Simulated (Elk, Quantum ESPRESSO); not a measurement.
# Equation of state of fcc Au (space group 225): energy against volume (Elk, PBE)

```
CELL_PARAMETERS angstrom
      0.00000     2.00373     2.00373
      2.00373     0.00000     2.00373
      2.00373     2.00373     0.00000
ATOMIC_POSITIONS crystal
  Au 0.00000 0.00000 0.00000
```

Method of the run: PBE, all-electron FP-LAPW, Elk's shipped species files, APW+lo basis with extra local orbitals run with Elk. Settings: xctype = 20; rgkmax = 8.55; stype = 3; swidth = 0.00183747 Ha; ngridk = 25 25 25; gmaxvr = 14 1/bohr; nxlo = 2; lorbcnd = true; rmtscf = 0.9; lmaxi = 3; sphere radii = {Au: 2.52} bohr. The cell above is the first row's. The rows scale it uniformly. In all rows the k mesh is held. E is the free energy at the stated smearing, counted from the lowest row.

```csv
V (Å^3/atom),E (meV/atom)
16.090,104.69
16.439,65.34
16.789,36.46
17.139,16.59
17.489,4.95
17.838,0.00
18.188,1.21
18.538,8.10
18.888,?
```

Task: Fit E against V with the third-order Birch-Murnaghan form, a cubic in V^(-2/3), and predict the withheld value at V = 18.888.

Result: With u = V^(-2/3) - 0.150, the rows have u = 0.006902, 0.004674, 0.002516, 0.000433, -0.001581, -0.003523, -0.005408, -0.007234. Least squares gives E = 13.488 + 6869.57·u + 882806·u² + 5169385·u³. Residuals (row less fit): 0.034, -0.070, 0.017, -0.038, 0.137, -0.017, -0.129, 0.065; standard error 0.109 (degrees of freedom: 4). Its minimum lies at u = -0.004034, so V0 = (0.145966)^(-3/2) = 17.93. There d²E/du² = 1641000 and d³E/du³ = 3.102e7, so B0 = (4/9) × 17.93^(-7/3) × 1641000 × 0.160218 = 139 GPa (the last factor turns the table's units into GPa), and B0' = 4 + (2/3) × 0.145966 × (3.102e7)/1641000 = 5.8. At the withheld row, u = -0.009003, so E = 13.488 + 6869.57 × (-0.009003) + 882806 × (-0.009003)² + 5169385 × (-0.009003)³ = 19.424 meV/atom. The calculation gives 19.53 meV/atom, 0.106 meV/atom above the prediction (0.1 % of the range of E in the table). The row lies outside the fitted rows, so this is an extrapolation. From the scatter of the fitted rows alone, a prediction at this place has a standard error of 0.264 meV/atom, so the miss is 0.4 times that.

Carrying the step between the two nearest rows on in a straight line would have given 14.99, off by 4.54; series whose last step already gives the withheld value aren't shown. The scan was laid around a cell of about the measured size, scaled by a guess for this functional. A plane-wave scan with the same functional (Quantum ESPRESSO, GBRV) gives V0 = 17.92 Å^3/atom and B0 = 140 GPa; a Birch-Murnaghan fit to all rows here lies 0.0 % from it in V0 and -1 % in B0; the two differ in basis, and may differ in potentials and mesh. Values depend on the basis (sphere radii, cutoffs, local orbitals), which need not be converged. Spin-orbit coupling is off. Sphere radii are the same in all rows. Cutoffs and mesh are single choices, not tested for convergence of this quantity. Series with a scatter that would blur these digits, or in which a gap closes, are not shown. Nor are scans whose minimum lies at an end fitted in this form.
